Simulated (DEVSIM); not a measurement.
abrupt Si n-p junction

Device: abrupt Si n-p junction, at 400 K.

```tsv
layer (left to right)	material	thickness (μm)	Nd (cm⁻³)	Na (cm⁻³)	τn (s)	τp (s)
1	Si	96.0	1.2e18	-	0.00032	0.0096
2	Si	4.00	-	2.4e16	0.00032	0.00032
```

Left contact: ohmic. Right contact: ohmic. Voltage is applied to the left contact. Recombination: SRH at mid-gap, radiative, Auger. Mobility is constant in doping.

This is a model device: material constants are rounded textbook-type values typed into the input, and sizes, dopings and lifetimes were drawn at random. Values at 300 K; Nc and Nv go as T^1.5, mobilities as T to minus their exponent, the gap by Varshni's rule with the affinity fixed.

```csv
parameter,Si
gap (eV),1.124
affinity (eV),4.05
permittivity,11.7
Nc (cm⁻³),2.86e19
Nv (cm⁻³),3.1e19
μn (cm²/Vs),1417
μp (cm²/Vs),470
T exponent of μn,2.3
T exponent of μp,2.2
B (cm³/s),4.7e-15
Cn (cm⁶/s),2.8e-31
Cp (cm⁶/s),9.9e-32
Varshni α (eV/K),0.000473
Varshni β (K),636
```

Model (solved in DEVSIM): 1D drift-diffusion, Boltzmann statistics, complete ionisation; no tunnelling, impact ionisation, image-force lowering or self-heating.

```
Quantity                                            Value
---------------------------------------------  ----------
Potential step across the device at zero bias     0.710 V
Largest field in the device at zero bias       89000 V/cm
Dark forward voltage at 1 A/cm²                   0.386 V
Dark forward voltage at 100 A/cm²                 0.558 V
```

Dark forward current:

(V (V), J (A/cm²)): (-0.05, -4.6e-5); (-0.10, -0.00024); (-0.15, -0.0011); (-0.25, -0.020); (-0.30, -0.084); (-0.35, -0.36); (-0.40, -1.5); (-0.50, -25); (-0.55, -85); (-0.60, -230); (-0.65, -470); (-0.75, -1200); (-0.80, -1700); (-0.85, -2200)

Dark reverse current:

| V (V) | J (A/cm²) |
|---|---|
| 0.40 | 1.4e-5 |
| 1.00 | 1.5e-5 |
| 2.00 | 1.5e-5 |
| 3.00 | 1.5e-5 |
| 4.00 | 1.6e-5 |
| 6.00 | 1.6e-5 |
| 8.00 | 1.6e-5 |
